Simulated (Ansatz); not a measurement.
An input for Ansatz (PBE) and the part of its output that reports the quasi-harmonic study. Lengths are of the primitive cell. Dynamical quadrupoles are not included in the interpolation of the phonons between the solved wave vectors.

Ansatz 0.2 input:
```yaml
crystal:
  lattice:
    - [0.0, 2.2740962271, 2.2740962271]
    - [2.2740962271, 0.0, 2.2740962271]
    - [2.2740962271, 2.2740962271, 0.0]
  atoms:
    - { symbol: B, position: [0.0, 0.0, 0.0] }
    - { symbol: P, position: [0.25, 0.25, 0.25] }
kpoints:
  mp_grid: { grid: [10, 10, 10] }
hamiltonian:
  xc: pbe
  pseudopotentials: { kind: paw }
scf:
  occupations: { method: fixed }
phonons:
  method: dfpt
  qmesh: [5, 5, 5]
  temperatures: { t_max: 1000, t_step: 25 }
  thermal_expansion: {}
checkpoint:
  write: run
```

```
--- Thermal expansion: 11 cells in 3 rounds, 0 GPa ---
  no lower state was reached at cell 4
  without vibrations: a 3.21616, b 3.21616, c 3.21616 Å, V 23.5233 Å³, B 162.05 GPa
  at 0 K: a 3.22550, b 3.22550, c 3.22550 Å, V 23.7289 Å³, B 158.67 GPa
  zero-point expansion: a +0.290, b +0.290, c +0.290, V +0.874 %
      T/K        a/Å        b/Å        c/Å       V/Å³ | expansion of a, b, c, V (1e-6/K)   | that of V in the mean from 25 °C | C_P, C_V (J/mol K of the cell) | B_T, B_S (GPa)
     0.00    3.22550    3.22550    3.22550    23.7289 |    0.00    0.00    0.00    0.00 |    3.58 |     0.000     0.000 |   158.67   158.67
   100.00    3.22553    3.22553    3.22553    23.7295 |    0.35    0.35    0.35    1.05 |    5.25 |     6.003     6.002 |   158.63   158.64
   200.00    3.22585    3.22585    3.22585    23.7365 |    1.75    1.75    1.75    5.25 |    7.58 |    19.440    19.427 |   158.26   158.36
   298.15    3.22665    3.22665    3.22665    23.7542 |    3.25    3.25    3.25    9.74 |       - |    29.793    29.730 |   157.51   157.85
   375.00    3.22757    3.22757    3.22757    23.7745 |    4.11    4.11    4.11   12.34 |   11.12 |    35.260    35.132 |   156.76   157.34
   475.00    3.22903    3.22903    3.22903    23.8068 |    4.88    4.88    4.88   14.65 |   12.52 |    39.910    39.682 |   155.69   156.58
   575.00    3.23070    3.23070    3.23070    23.8437 |    5.39    5.39    5.39   16.18 |   13.60 |    42.850    42.516 |   154.55   155.77
   675.00    3.23250    3.23250    3.23250    23.8836 |    5.75    5.75    5.75   17.25 |   14.46 |    44.801    44.358 |   153.38   154.91
   775.00    3.23440    3.23440    3.23440    23.9259 |    6.01    6.01    6.01   18.03 |   15.15 |    46.160    45.607 |   152.18   154.03
   875.00    3.23638    3.23638    3.23638    23.9698 |    6.21    6.21    6.21   18.64 |   15.73 |    47.150    46.488 |   150.97   153.12
   975.00    3.23842    3.23842    3.23842    24.0151 |    6.38    6.38    6.38   19.13 |   16.23 |    47.901    47.128 |   149.75   152.20
  1000.00    3.23894    3.23894    3.23894    24.0266 |    6.41    6.41    6.41   19.24 |   16.34 |    48.061    47.261 |   149.44   151.97
  the static fit leaves 0.001 meV an atom of the energies and, of the stresses, 0.000 GPa of each cell's largest along a strain (root mean squares over the cells), whose Pulay part it has at -0.015 GPa
  vibrations' free energy: its fit leaves 0.0000 meV an atom at the most
  the electrons' free energy at temperature is not in it: every band gap is over 1.03 eV
  free energies summed between the sampled wave vectors
  estimated error of the fitted expansion in any direction: up to 0.022e-6/K, at 1000 K (an estimate, not a bound: it was exceeded on models of known expansion)
  by sums over the sampled wave vectors an expansion of the volume parts by up to 0.16e-6/K
  by a static energy of one degree less an expansion of the volume parts by up to 0.00e-6/K
  band gaps on the cells' k-points are 1.212 to 1.311 eV
```

Warnings of the run: phonon_interpolation_lacks_quadrupole_term, thermal_expansion_settings.

Cost: around 29 core-minutes (rough).

The crystal is held in this phase throughout; melting and phase transitions are not modelled.

Ansatz is a first-principles code.
